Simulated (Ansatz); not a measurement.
## Habitual settings against a tight run: Cr4Ni (Fmmm, 5 atoms in the cell)

Self-consistent single point.

```
Cr4Ni
1.0
    0.00000     1.96286    10.06547
    1.45090     0.00000    10.06547
    1.45090     1.96286     0.00000
Cr Ni
4 1
Cartesian
  1.45090   1.96286   8.07412
  1.45090   1.96286  12.05682
  1.45090   1.96286  16.11985
  1.45090   1.96286   4.01109
  0.00000   0.00000   0.00000
```

Level of theory: PBEsol, default PAW files made with PBE (plane waves; Ansatz, an electronic-structure program).

Base settings: basis.ecutwfc = 420 eV; kpoints.mp_grid.grid = 10 10 10; hamiltonian.xc = pbesol; hamiltonian.pseudopotentials = {kind: paw} (the program's default PAW files); scf.occupations.method = cold; scf.occupations.width = 0.272 eV.

Tight run (finer mesh or higher cutoff; not a proven limit): basis.ecutwfc: 420 eV → 590 eV; kpoints.mp_grid.grid: 10 10 10 → 14 14 14; scf.convergence.dr2_threshold: default (1e-07 eV) → 1e-09 eV. It gave Fermi level (on the code's own zero) 18.98 eV; pressure -10.84 GPa; largest force (vector length) 0.021 eV/Å.

Quick runs, as changes from the base:
- A: the base itself
- B: basis.ecutwfc: 420 eV → 210 eV; kpoints.mp_grid.grid: 10 10 10 → 8 8 8
- C: basis.ecutwfc: 420 eV → 250 eV; kpoints.mp_grid.grid: 10 10 10 → 6 6 6; scf.occupations.method: cold → methfessel_paxton; scf.occupations.width: 0.272 eV → 0.2 eV; scf.convergence.dr2_threshold: default (1e-07 eV) → 0.0001 eV

Energies are extrapolated to zero smearing width, which holds to low order in the width alone.

The count of work is k-points × plane waves × bands × iterations; it is no time. 

Pressures in the table are Ansatz's without its Pulay estimate, at a fixed set of plane waves; the tight run's value above holds the estimate.

The starting cell comes from a database of computed structures (which also holds hypothetical and non-ambient phases and stackings), without a prior relaxation at this level. Its lattice was rescaled by a random factor within 2.5 % of one. Spin polarisation is off. In the base run, with a pressure of about -11 GPa the cell is away from its equilibrium volume at this level.

```tsv
run	energy less tight (meV/atom)	pressure less tight (GPa)	largest miss in a force vector (eV/Å)	count of work / tight
A	-1.0	-0.03	0.015	0.21
B	7225.6	-456.34	0.483	0.047
C	1914.1	-156.47	0.151	0.020
```

Among the runs at the tight run's level, the energy misses run from 1.0 to 7225.6 meV/atom.

Left out of this page: 3 runs of the series unsound by tests on forces, stress, charge or solver warnings.

Keys are those of Ansatz 0.2.
